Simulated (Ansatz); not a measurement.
**Habitual settings against a tight run: Sr₂MgMoO₆ (Fm-3m, 10 atoms in the cell)**

Self-consistent single point.

```
CELL_PARAMETERS angstrom
      0.00000     4.03071     4.03071
      4.03071     0.00000     4.03071
      4.03071     4.03071     0.00000
ATOMIC_POSITIONS crystal
  Sr 0.25000 0.25000 0.25000
  Sr 0.75000 0.75000 0.75000
  Mg 0.50000 0.50000 0.50000
  Mo 0.00000 0.00000 0.00000
  O  0.75726 0.24274 0.24274
  O  0.24274 0.75726 0.75726
  O  0.24274 0.75726 0.24274
  O  0.75726 0.24274 0.75726
  O  0.24274 0.24274 0.75726
  O  0.75726 0.75726 0.24274
```

Method: r2SCAN, default PAW files made with PBE (plane waves; Ansatz, a program for electronic structure).

Base settings: basis.ecutwfc = 500 eV; kpoints.mp_grid.grid = 6 6 6; hamiltonian.xc = r2scan; hamiltonian.pseudopotentials = {kind: paw} (the program's default PAW files); scf.occupations.method = fixed.

Tight run (finer mesh or higher cutoff; not a proven limit): basis.ecutwfc: 500 eV → 700 eV; kpoints.mp_grid.grid: 6 6 6 → 9 9 9; scf.convergence.dr2_threshold: default (1e-07 eV) → 1e-09 eV. It gave top of the valence band (on the code's own zero) 8.26 eV; gap on the k-point mesh 2.17 eV; pressure -10.06 GPa; largest force (vector length) 0.985 eV/Å.

Quick runs, as changes from the base:
- A: the base itself
- B: basis.ecutwfc: 500 eV → 250 eV; kpoints.mp_grid.grid: 6 6 6 → 2 2 2; scf.convergence.dr2_threshold: default (1e-07 eV) → 0.001 eV
- C: basis.ecutwfc: 500 eV → 400 eV; scf.occupations.method: fixed → gaussian; scf.occupations.width: default → 0.136 eV
- D: kpoints.mp_grid.grid: 6 6 6 → 4 4 4; scf.occupations.method: fixed → cold; scf.occupations.width: default → 0.136 eV
- E: basis.ecutwfc: 500 eV → 300 eV

Gaps are read on each run's own mesh, which may miss the band edges.

The count of work is k-points × plane waves × bands × iterations; it is no time. 

Pressures in the table are Ansatz's without its Pulay estimate, at a fixed set of plane waves; the tight run's value above holds the estimate.

The starting cell comes from a database of computed structures (which also holds hypothetical and non-ambient phases and stackings), without a prior relaxation at this level. Its lattice was rescaled by a random factor within 2.5 % of one. In the base run, with a pressure of about -10 GPa the cell is away from its equilibrium volume at this level.

```csv
run,energy less tight (meV/atom),pressure less tight (GPa),largest miss in a force vector (eV/Å),gap on the mesh less tight (eV),count of work / tight
A,3.1,-0.04,0.000,-0.003,0.22
B,1099.0,-62.55,0.206,0.007,0.013
C,9.5,-0.88,0.002,-0.003,0.15
D,3.3,-0.04,0.002,-0.005,0.11
E,260.1,-20.06,0.174,-0.045,0.094
```

Among the runs at the tight run's level, the energy misses run from 3.1 to 1099.0 meV/atom.

Left out of this page: 1 run of the series unsound by tests on forces, stress, charge or solver warnings.

Keys are those of Ansatz 0.2.
